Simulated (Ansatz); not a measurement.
## Hypothetical Pm-3n C: response to strain

Base system: C (space group Pm-3n, No. 223; a hypothetical phase, not in the database extracts checked).

Space group Pm-3n (No. 223); a = 3.877 Å, b = 3.877 Å, c = 3.877 Å, α = 90.00°, β = 90.00°, γ = 90.00°

| atom | site | symmetry | x | y | z |
|---|---|---|---|---|---|
| C | 6c | -4m.2 | 0.0000 | 0.5000 | 0.2500 |
| C | 2a | m-3. | 0.0000 | 0.0000 | 0.0000 |

Strains are applied to the cell and any free atomic positions relax.

Computed with PBE/PAW in Ansatz (a program for electronic structure), no spin-orbit coupling.

```tsv
isotropic strain (%)	pressure (GPa)
-0.36	1.6
-0.32	?
0	0.0
0.57	-2.5
```

Task: Fit P = P₀ − Bδ with δ = (1 + ε)³ − 1 to the rows shown and predict the withheld row.

Result: Least squares on the printed values gives P₀ = 0.0 GPa, B = 147 GPa (a mean over the range) (largest residual 0.0 GPa); this predicts 1.4 GPa, and the run gives 1.5 GPa, in agreement.

No phonon test of stability was made.
